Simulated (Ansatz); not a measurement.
We consider cubic perovskite CsSrF₃, described by r²SCAN+rVV10 (plane waves, PAW; Ansatz, a quantum-chemistry and plane-wave program).

Run with plane-wave cutoff 560 eV, 8×8×8 k mesh, Fermi–Dirac smearing 0.01 eV, scalar-relativistic PAW data made under PBE.

The direct gap at Γ against volume; x = 100 ln(V/21.218 Å³). One gap is withheld.

| V (Å³/atom) | x | gap (eV) |
|---|---|---|
| 19.944 | -6.19 | 7.385 |
| 20.369 | -4.08 | 7.304 |
| 20.793 | -2.02 | 7.224 |
| 21.218 | 0.00 | 7.144 |
| 21.642 | 1.98 | 7.064 |
| 22.066 | 3.92 | 6.984 |
| 22.491 | 5.83 | ? |

**Question.** Fit a straight line to the rows shown, give the volume deformation potential and predict the withheld gap.

**Answer.** Means of the 6 rows: x̄ = -1.065, ȳ = 7.1842 eV. Σ(x − x̄)(y − ȳ) = -2.8351 and Σ(x − x̄)² = 71.524, so the slope is -0.0396 eV per unit of x, and dE_g/d ln V = -4.0 eV. At x = 5.83: 7.1842 + (-0.0396) × (5.83 − (-1.065)) = 6.911 eV. The run gives 6.905 eV, 0.006 eV below the line, as the curve bends the same way over all rows.

Spin–orbit coupling is not included.

Note: the relaxation could not lower the start's symmetry, so the cell can be a saddle point above a distorted one.
